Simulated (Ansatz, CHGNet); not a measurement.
A15 Nb₃Sn (cubic form, which distorts at low temperature), equilibrium lattice constant a

Reference value: 5.289 Å (measured, temperature not stated, not corrected to a static lattice; as tabulated in Priinits et al. (2024), arXiv:2406.00817).

What do CHGNet 0.3.0, LDA, PBE, PBE-D4, r²SCAN, r²SCAN-D4, HSE06 give, and how far is each from the reference?


```json
[
 {"level (code)": "CHGNet 0.3.0", "value (Å)": "5.332", "difference (%)": "+0.81"},
 {"level (code)": "LDA (Ansatz)", "value (Å)": "5.221", "difference (%)": "-1.29"},
 {"level (code)": "PBE (Ansatz)", "value (Å)": "5.319", "difference (%)": "+0.57"},
 {"level (code)": "PBE-D4 (Ansatz)", "value (Å)": "5.284", "difference (%)": "-0.09"},
 {"level (code)": "r²SCAN (Ansatz)", "value (Å)": "5.304", "difference (%)": "+0.28"},
 {"level (code)": "r²SCAN-D4 (Ansatz)", "value (Å)": "5.294", "difference (%)": "+0.09"},
 {"level (code)": "HSE06 (Ansatz)", "value (Å)": "5.283", "difference (%)": "-0.11"}
]
```

The reference's temperature isn't stated, so close values are not ranked against it.

The reference isn't brought to a static lattice, while the calculations are for one, so the differences are not the levels' errors alone. A static lattice is as a rule a little smaller than the measured one.  LDA, PBE, PBE-D4, r²SCAN, r²SCAN-D4, HSE06: symmetry holds this phase in the static calculation, where it need not be a minimum. HSE06: the run has no spin polarisation, so it can have missed a magnetic state. Cutoffs and k meshes differ between the levels. Ansatz's density-functional and Hartree–Fock values are scalar-relativistic unless marked +SOC, with PAW data made under PBE.

Machine-learned potentials (CHGNet 0.3.0) are trained on DFT data: a solid inside that data is no test of them.

Differences are worked out from the printed values.

Ansatz is an electronic-structure program.
